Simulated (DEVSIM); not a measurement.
System: abrupt Si p-n junction, at 250 K.

```
layer (left to right)  material  thickness (μm)  Nd (cm⁻³)  Na (cm⁻³)  τn (s)  τp (s)
---------------------  --------  --------------  ---------  ---------  ------  ------
1                            Si           0.560          -     2.8e16  2.2e-5  2.2e-5
2                            Si            4.60       4e17          -  2.2e-5  2.2e-5
```

Left contact: ohmic. Right contact: ohmic. Voltage is applied to the left contact. Recombination: SRH at mid-gap, radiative. Mobility is μmin + (μ − μmin)/(1 + (N/Nref)^α).

Constants are typed, rounded textbook-type inputs, not results; the design itself was drawn at random and stands for no fabricated device. Values at 300 K; Nc and Nv go as T^1.5, mobilities as T to minus their exponent, the gap by Varshni's rule with the affinity fixed.

| parameter | Si |
|---|---|
| gap (eV) | 1.124 |
| affinity (eV) | 4.05 |
| permittivity | 11.7 |
| Nc (cm⁻³) | 2.86e19 |
| Nv (cm⁻³) | 3.1e19 |
| μn (cm²/Vs) | 1417 |
| μp (cm²/Vs) | 470 |
| μn,min | 52 |
| μp,min | 45 |
| Nref,n | 9.7e16 |
| Nref,p | 2.2e17 |
| αn | 0.68 |
| αp | 0.72 |
| T exponent of μn | 2.3 |
| T exponent of μp | 2.2 |
| B (cm³/s) | 4.7e-15 |
| Varshni α (eV/K) | 0.000473 |
| Varshni β (K) | 636 |

Simulated with DEVSIM: 1D drift-diffusion, Boltzmann statistics, complete ionisation; no tunnelling, impact ionisation, image-force lowering or self-heating.

Question: Tabulate band edges, carrier densities and field at zero bias.

Answer: Energies count from the Fermi level of the right contact; mesh points crowd at the junctions.

```
x (μm)   Ec (eV)  Ev (eV)  n (cm⁻³)  p (cm⁻³)  field (V/cm)
-------  -------  -------  --------  --------  ------------
0.000      0.991   -0.145     < 1e2    2.8e16           ≈ 0
0.02147    0.991   -0.145     < 1e2    2.8e16           ≈ 0
0.05726    0.991   -0.145     < 1e2    2.8e16           ≈ 0
0.1254     0.991   -0.145     < 1e2    2.8e16           ≈ 0
0.2912     0.991   -0.146     < 1e2    2.7e16          -220
0.4237     0.899   -0.237     < 1e2    4.0e14        -25000
0.4967     0.604   -0.533     1.5e7     4.3e8        -56000
0.5438     0.290   -0.846    3.0e13       210        -77000
0.5631     0.138   -0.998    3.6e16     < 1e2        -63000
0.5859     0.088   -1.048    3.7e17     < 1e2         -2700
0.6315     0.086   -1.050    4.0e17     < 1e2           ≈ 0
0.7594     0.086   -1.050    4.0e17     < 1e2           ≈ 0
0.9457     0.086   -1.050    4.0e17     < 1e2           ≈ 0
1.318      0.086   -1.050    4.0e17     < 1e2           ≈ 0
2.363      0.086   -1.050    4.0e17     < 1e2           ≈ 0
3.568      0.086   -1.050    4.0e17     < 1e2           ≈ 0
4.338      0.086   -1.050    4.0e17     < 1e2           ≈ 0
4.722      0.086   -1.050    4.0e17     < 1e2           ≈ 0
4.986      0.086   -1.050    4.0e17     < 1e2           ≈ 0
5.081      0.086   -1.050    4.0e17     < 1e2           ≈ 0
5.128      0.086   -1.050    4.0e17     < 1e2           ≈ 0
5.160      0.086   -1.050    4.0e17     < 1e2           ≈ 0
```
